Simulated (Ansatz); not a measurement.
Density of states of InP (F-43m) below the valence band maximum, PBEsol with spin-orbit coupling, rigid bands (Ansatz, a first-principles code); cell volume 50.8 Å³.

(energy from edge (eV), 10⁻³ states/eV/cell): (0.006, 18.2); (0.031, 50.7); (0.056, 86.2); (0.081, 128); (0.106, 165); (0.131, 196); (0.156, 223); (0.181, 248); (0.206, 272); (0.231, 295); (0.256, 317); (0.281, 339); (0.319, 371); (0.344, 394); (0.369, 416); (0.394, 438); (0.419, 460); (0.444, 483); (0.469, 506); (0.494, 531); (0.519, 553); (0.544, 579); (0.569, 604); (0.594, 628)

**Question.** What effective density of states at 300 K does this give (∫ g(E) exp(−E/k_BT) dE, both spins, divided by the cell's size)?

**Answer.** 2.3e19 cm⁻³, a density-of-states mass of 0.94 mₑ, valleys and band degeneracy included.

Geometry: cell and atoms relaxed with PBEsol.
